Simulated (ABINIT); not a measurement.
Input and output of a self-consistent single point for MgO (Fm-3m, 2 atoms in the cell) (ABINIT).

Computed with LDA (PW92), norm-conserving pseudopotentials (PseudoDojo nc-sr-04 LDA standard) (plane waves; ABINIT 10.0.3).

```
MgO
1.0
    0.00000     2.10500     2.10500
    2.10500     0.00000     2.10500
    2.10500     2.10500     0.00000
Mg O
1 1
Direct
  0.00000   0.00000   0.00000
  0.50000   0.50000   0.50000
```

Reference input (self-consistent single point, DFT, PBE, plane waves, norm-conserving pseudopotentials (PseudoDojo nc-sr-05 PBE standard)): pseudos = [Mg.upf, O.upf]; ecut = 42 Ha; occopt = 3; tsmear = 0.01 eV; ngkpt = 7 7 7; nshiftk = 1; shiftk = 0 0 0; potentials = PseudoDojo nc-sr-05 PBE standard; nband = 13; kptopt = 1; nstep = 60; tolvrs = 1e-12. This run's input differs from it in these lines:

```diff
@@ -1,2 +1,2 @@
-# MgO, PseudoDojo nc-sr-05 PBE standard
+# MgO, PseudoDojo nc-sr-04 LDA standard
 pp_dirpath "./"
```

Its files differ too (potentials: PseudoDojo nc-sr-05 PBE standard → PseudoDojo nc-sr-04 LDA standard).

Output, abridged:

```
--- !BeginCycle
solver: {iscf: 7, nstep: 60, nline: 4, wfoptalg: 0, }
tolerances: {tolvrs: 1.00E-12, }
...

     iter   Etot(hartree)      deltaE(h)  residm     vres2
 ETOT  1  -75.802709285233    -7.580E+01 8.806E-02 5.103E+02
 ETOT  2  -75.811924921258    -9.216E-03 3.583E-03 4.806E+02
 ETOT  3  -75.915963370826    -1.040E-01 3.807E-03 6.991E+00
 ETOT  4  -75.917320574523    -1.357E-03 1.282E-04 3.049E-02
 ETOT  5  -75.917328054581    -7.480E-06 5.766E-06 3.259E-04
 ETOT  6  -75.917328107432    -5.285E-08 1.583E-06 6.528E-06
 ETOT  7  -75.917328108869    -1.437E-09 6.539E-08 1.433E-07
 ETOT  8  -75.917328108906    -3.760E-11 1.991E-08 7.891E-10
 ETOT  9  -75.917328108909    -2.473E-12 8.091E-10 6.650E-12
 ETOT 10  -75.917328108910    -9.237E-13 2.554E-10 1.887E-14
 At SCF step   10       vres2   =  1.89E-14 < tolvrs=  1.00E-12 =>converged.

 Cartesian components of stress tensor (hartree/bohr^3)
  sigma(1 1)=  1.96993250E-04  sigma(3 2)=  0.00000000E+00
  sigma(2 2)=  1.96993250E-04  sigma(3 1)=  0.00000000E+00
  sigma(3 3)=  1.96993250E-04  sigma(2 1)=  0.00000000E+00

 ----iterations are completed or convergence reached----

 reduced coordinates (array xred) for    2 atoms
       0.000000000000      0.000000000000      0.000000000000
       0.500000000000      0.500000000000      0.500000000000
 cartesian forces (eV/Angstrom) at end:
    1     -0.00000000000000    -0.00000000000000    -0.00000000000000
    2     -0.00000000000000    -0.00000000000000    -0.00000000000000
 frms,max,avg= 0.0000000E+00 0.0000000E+00   0.000E+00  0.000E+00  0.000E+00 e/A
   [... lines left out ...]
 Fermi (or HOMO) energy (hartree) =   0.29808   Average Vxc (hartree)=  -0.43987
 Fermi (or HOMO) energy (eV) =   8.11111   Average Vxc (eV)= -11.96947
   [... lines left out ...]
total_energy        : -7.59173281089096E+01
total_energy_eV     : -2.06581555679711E+03
band_energy         : -1.28731141696588E+01
...

-Cartesian components of stress tensor (GPa)         [Pressure= -5.7957E+00 GPa]
- sigma(1 1)=  5.79574055E+00  sigma(3 2)=  0.00000000E+00
- sigma(2 2)=  5.79574055E+00  sigma(3 1)=  0.00000000E+00
- sigma(3 3)=  5.79574055E+00  sigma(2 1)=  0.00000000E+00

 Calculation completed.
```

The run converged in 10 iterations. Against the reference run the pressure goes from 4.75 to -5.80 GPa and the gap on the mesh goes from 4.782 to 4.704 eV.

The starting cell has typed, rounded lattice constants, without a prior relaxation at this level. With a pressure of about -6 GPa the cell is away from its equilibrium volume at this level.
